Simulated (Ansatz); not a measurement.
The starting structures come from a database of crystals and need not be the phases stable at ambient conditions.

 Where the default PAW files enter, the runs use the earlier of Ansatz's two default sets.

Consider the following.

```
CELL_PARAMETERS angstrom
      4.93565     0.00000     0.00000
     -1.23118     6.41318     0.00000
     -0.61559     3.20659     3.70129
ATOMIC_POSITIONS crystal
  Ba 0.00000 0.00000 0.00000
  Sn 0.50000 0.50000 0.00000
  F  0.83612 0.72976 0.70086
  F  0.16388 0.27024 0.29914
  F  0.72976 0.43062 0.40550
  F  0.27024 0.56938 0.59450
  F  0.43062 0.83612 0.89364
  F  0.56938 0.16388 0.10636
```

Space group of this cell: R-3. The cell is taken as given.

Transport runs along the normal of the first two printed cell vectors, the (110) plane of the conventional cell.

The gap is the functional's own, uncorrected, and κ follows it; spin-orbit coupling is left out. Mid-gap values are interpolated between the computed energies.

### Question
State the band gap and the smallest decay constant κ at mid-gap according to Ansatz (a first-principles code) with PBEsol.

### Answer
Gap 5.34 eV on a 8×8×8 mesh; κ = 0.442 1/Å, at the zone centre.
